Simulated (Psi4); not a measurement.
Psi4 1.11, HF/def2-svp: Au(Br)(CNMe) (C[N+]#[C-]->[Au][Br]), 8 atoms. The geometry is a generated start, not checked to be a minimum at this level.

- task: energy
- method: scf
- basis: def2-svp
- memory: 3 GB
- maxiter: 100
- keys of the molecule block: symmetry c1
- scf_type: df (default)
- guess: auto, which took SAD (default)
- e_convergence: 1e-06 (default)
- d_convergence: 1e-06 (default)
- effective core potentials: those of the basis set, past Kr
- basis functions: 121

```xyz
8

Au    -0.4642     1.9938    -1.7400
Br    -0.8808     3.7287    -3.2342
C      0.3043    -1.3066     1.1377
N      0.0722    -0.2759     0.2365
C     -0.1232     0.5831    -0.5152
H      0.1394    -0.9411     2.1530
H      1.3343    -1.6525     1.0329
H     -0.3820    -2.1295     0.9295
```

Charge 0 and multiplicity 1 are set for this test and not shown to be the ground state.

With the defaults (damping_percentage = 0, diis = true, scf_initial_accelerator = adiis, soscf = false, soscf_start_convergence = 0.01, level_shift = 0, level_shift_cutoff = 0.01, diis_max_vecs = 10, diis_start = 1) it converges in 9 SCF iterations. One run each on 2 threads, with these changes:
- damping_percentage = 60
- scf_initial_accelerator = ediis
- damping_percentage = 60, diis = false, scf_initial_accelerator = none
- diis_max_vecs = 6
- diis_start = 4
- level_shift = 0.5, level_shift_cutoff = 0.001
- soscf = true, soscf_start_convergence = 0.001
- soscf = true, soscf_start_convergence = 0.1
- soscf = true

Q: Which runs fail or end elsewhere than the default run?

A: No convergence: damping_percentage = 60; damping_percentage = 60, diis = false, scf_initial_accelerator = none (the run ends without SCF convergence in 100 iterations). The rest reach the solution of the defaults.

```
setting                                                                SCF iterations  JK calls             end
---------------------------------------------------------------------  --------------  --------  --------------
soscf = true, soscf_start_convergence = 0.001                                       6        17   same solution
soscf = true, soscf_start_convergence = 0.1                                         6        22   same solution
soscf = true                                                                        6        22   same solution
the defaults                                                                        9        10   same solution
diis_max_vecs = 6                                                                   9        10   same solution
scf_initial_accelerator = ediis                                                     9        10   same solution
level_shift = 0.5, level_shift_cutoff = 0.001                                      10        11   same solution
diis_start = 4                                                                     10        11   same solution
damping_percentage = 60                                                           100       101  no convergence
damping_percentage = 60, diis = false, scf_initial_accelerator = none             100       101  no convergence
```

An SOSCF iteration holds several JK calls; a Hückel guess adds calls on atoms.
